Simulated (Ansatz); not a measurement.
**Ag (Fm-3m): resistivity and electron-phonon coupling**

Data:

```
Ag
1.0
    0.00000     2.02663     2.02663
    2.02663     0.00000     2.02663
    2.02663     2.02663     0.00000
Ag
1
Cartesian
  0.00000   0.00000   0.00000
```

Computed with PBEsol, DFPT electron-phonon coupling, linearised Boltzmann equation (plane waves, PAW, scalar-relativistic; Ansatz, a first-principles code). Geometry: relaxed with this functional, without spin-orbit coupling.

```json
{
  "resistivity at 300 K": "1.64 μΩ·cm",
  "resistivity at 77 K": "0.29 μΩ·cm",
  "electron mean free path at 300 K (weighted by the current that each state carries)": "52 nm",
  "resistivity times mean free path for one path shared by all states (from the Fermi surface's area)": "8.4 ×10⁻¹⁶ Ω·m²",
  "electron-phonon coupling λ": "0.124",
  "transport coupling λ_tr": "0.119",
  "logarithmic_mean_phonon_energy": "12.7 meV",
  "density of states at the Fermi level": "0.132 states/(eV·spin·cell)",
  "drude_plasma_energy": "9.2 eV",
  "Hall coefficient at 300 K": "-7.4 ×10⁻¹¹ m³/C",
  "Tc for μ* = 0.10 (anisotropic Eliashberg)": "below 1 K",
  "Tc for μ* = 0.13 (anisotropic Eliashberg)": "below 1 K"
}
```

A metal at this level (no band gap). Only scattering by harmonic phonons is included (no impurities, grain boundaries, electron-electron scattering or thermal expansion). Spin-orbit coupling is left out. Halving the electron mesh (36x36x36) moves the resistivity by up to 1 % at 300 K, the mean free path by up to 2 %, the coupling by up to 2 %. Smearing 0.20 eV; phonons on a 6x6x6 q mesh, which this run doesn't test and which matters most at low temperature. Tc comes from the anisotropic Migdal-Eliashberg equations with μ*, a chosen number, referred to 14.4 meV.
